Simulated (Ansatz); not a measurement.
We consider cubic perovskite BaZrO₃, described by LDA (Ansatz, a program for electronic structure, plane waves, PAW).

Numerical settings: plane-wave cutoff 520 eV, 6×6×6 k mesh, scalar-relativistic PAW data made under PBE.

Computed at the level's own relaxed cell.

```
CELL_PARAMETERS angstrom
      4.14747     0.00000     0.00000
      0.00000     4.14747     0.00000
      0.00000     0.00000     4.14747
ATOMIC_POSITIONS crystal
  Ba 0.00000 0.00000 0.00000
  Zr 0.50000 0.50000 0.50000
  O  0.50000 0.00000 0.50000
  O  0.00000 0.50000 0.50000
  O  0.50000 0.50000 0.00000
```

Give the elastic tensor (Voigt notation, GPa, ions relaxed, in the Cartesian axes of the cell as printed).


```
  350.8    87.4    87.4     0.0     0.0     0.0
   87.4   350.8    87.4     0.0     0.0     0.0
   87.4    87.4   350.8     0.0     0.0     0.0
    0.0     0.0     0.0    88.0     0.0     0.0
    0.0     0.0     0.0     0.0    88.0     0.0
    0.0     0.0     0.0     0.0     0.0    88.0
```

Static lattice: no zero-point or thermal effects.
